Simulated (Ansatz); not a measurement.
The parent structure is InP in the zinc blende structure (space group F-43m, No. 216; a = 5.8784 Å). Axes: x, y, z lie along the cube axes.

Level of theory: DFT with PBEsol, PAW potentials and a 420 eV plane-wave cutoff in Ansatz (an electronic-structure program), no spin-orbit coupling.

Base values:

- Band gap: 0.57 eV
- Valence-band top at Γ: 0.00, 0.00, 0.00 eV
- Volume per atom: 25.39 Å³

Modification: compressive biaxial strain of 3.00 % in the plane normal to [001], as in epitaxy on a mismatched substrate; the out-of-plane cell vector and the atoms relax.

**Question.** Estimate the effect on the band gap, valence-band top at Γ and volume per atom.

**Answer.** The band gap goes up by 0.02 eV (0.57 eV → 0.59 eV); the valence-band top at Γ (three highest levels, from the VBM) becomes 0.00, 0.00, -0.34 eV (base: 0.00, 0.00, 0.00 eV); the volume per atom decreases by 0.72 Å³, from 25.39 Å³ to 24.67 Å³.

Stability against distortions was not tested.
